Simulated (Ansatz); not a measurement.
Take a 15-atom supercell of WSi$_{2}$ (space group I4/mmm, No. 139; a = 3.203 Å, c = 7.816 Å) at its relaxed geometry as the base.

Method: PBEsol (Ansatz, an electronic-structure program; PAW; 420 eV plane waves; no spin-orbit coupling).

One neutral defect a cell, atoms relaxed at fixed cell.

One change was made to it. Results:

```csv
quantity,base,after
pressure,0.0 GPa,25.1 GPa
largest displacement of a host atom from its site in the perfect cell,–,0.45 Å
```

### Question
Name the change that was made.
(A) Si interstitial (started 1.73 Å from the nearest host atom)
(B) W interstitial (started 1.73 Å from the nearest host atom)
(C) W vacancy

### Answer
A, Si interstitial (started 1.73 Å from the nearest host atom). For comparison, the pressure in the other runs: W vacancy gives -3.3 GPa; W interstitial (started 1.73 Å from the nearest host atom) gives 34.0 GPa.

In so small a cell the defect repeats every few ångströms: this is an ordered compound, not a dilute defect. The final runs are not spin-polarised.
